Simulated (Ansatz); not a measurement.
**Amorphous Ti14Si10N28**

Preparation: random packing, a CHGNet melt and quench, and a DFT relaxation. N atoms were pushed apart under 1.9 Å during the dynamics, to hinder bonds among them. The hot cell started wider than the set density and was brought back towards it in steps. It is the lowest in DFT energy of 4 quenches. It is a model cell: composition and starting density were chosen by hand, and all elements were melted together. No dispersion term was used.

These are PBE, scalar-relativistic without spin-orbit coupling (plane waves to 420 eV, PAW; Ansatz, a quantum-chemistry and plane-wave program) values and carry that method's errors. Geometry, pressure, stress and energy are those of the PBE run. Its sampling: a 2×2×2 Γ-centred mesh; Fermi-Dirac width 0.1 eV; no spin polarisation. The usual formal charges leave 12 electrons over, so the level spacing at the Fermi energy parts defect or band states and needn't be the band gap.

The number of atoms in the cell comes out as 52 and the density (volume relaxed, without dispersion) comes out as 3.72 g/cm^3. The volume per atom comes out as 11.53 Å³. The pressure on a 2×2×2 Γ-centred mesh is 0.00 GPa and the largest force and stress component on that mesh (the relaxation ran on a 2×2×2 shifted mesh) comes out as 0.07 eV/Å and 0.0 GPa. The energy relative to rock-salt TiN + beta Si3N4 + N2 gas (lowest mix at this level among the phases computed, not always the ambient ones) is 0.465 eV/atom. The level spacing at the Fermi energy on a 2×2×2 Γ-centred mesh (PBE) is within the smearing (under twice its width).

Bonds are counted up to Ti-Ti 3.12 Å, Ti-Si 2.78 Å, Ti-N 2.76 Å, Si-Si 2.60 Å, Si-N 2.04 Å, N-N 1.70 Å. Two cations that share two anions don't count as bonded, nor two that share one unless they lie closer than Ti-Ti 3.04 Å, Ti-Si 2.71 Å, Si-Si 2.38 Å.

```json
{
  "Mean coordination of Ti by anions": "4.93 (4 with 4, 7 with 5, 3 with 6); 6 close contacts or bonds to cations besides",
  "Mean coordination of Si by anions": "4.00 (10 with 4)",
  "Mean coordination of N": "3.89 (7 with 3, 17 with 4, 4 with 5)",
  "Mean Ti-N bond": "2.120 Å (spread 0.178 Å, 69 counted)",
  "Mean Si-N bond": "1.758 Å (spread 0.038 Å, 40 counted)"
}
```

Its density started from a set value of 3.70 g/cm³. The quench (nominally 480 K/ps over its main leg) was far faster than any real one, so the model tends to hold more defects than a real film. Values belong to this one cell and scatter from quench to quench. Volume and shape were free in the relaxation.
